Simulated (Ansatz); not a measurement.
Start from InSb in the zinc blende structure (space group F-43m, No. 216; a = 6.450 Å). Axes: x, y, z lie along the cube axes.

Level of theory: DFT with LDA, PAW potentials and a 420 eV plane-wave cutoff in Ansatz (a first-principles code), spin-orbit coupling left out.

Before the change:

```
Item                Value
---------------  --------
Volume per atom  33.54 Å³
```

Now apply this change: compressive biaxial strain of 1.50 % in the plane normal to [001], as in epitaxy on a mismatched substrate; the out-of-plane cell vector and the atoms relax.

**Question.** Estimate the effect on the volume per atom and energy relative to the base.

**Answer.** The volume per atom decreases by 0.46 Å³ to 33.08 Å³; the energy increases by 3.0 meV/atom.

Stability against distortions was not tested. The final runs are not spin-polarised.
